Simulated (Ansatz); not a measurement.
```yaml
crystal:
  lattice:
    - [0.00967, 2.11491, 2.11491]
    - [2.11491, 0.00967, 2.11491]
    - [2.11491, 2.11491, 0.00967]
  atoms:
    - { symbol: Mg, position: [0.00000, 0.00000, 0.00000] }
    - { symbol: O, position: [0.50000, 0.50000, 0.50000] }
```

Calculation: PBEsol, rigid bands (plane waves, PAW, scalar-relativistic; Ansatz, a program for electronic structure). Condition of this run: uniaxial stress along [111] of -2 GPa (compression positive) (the target of the relaxation). Cell: cell and atoms relaxed with PBEsol, then loaded as said.

Problem. What conductivity effective mass do dilute holes have at 300 K?

Solution. 2.2 mₑ.

Problem. What conductivity effective mass do dilute electrons have at 300 K?

Solution. 0.35 mₑ.

Problem. And the band gap?

Solution. 4.56 eV at this level; semilocal functionals usually fall short of the measured gap.

Rigid bands, one relaxation time for all states, no polarons. Spin-orbit coupling is left out.
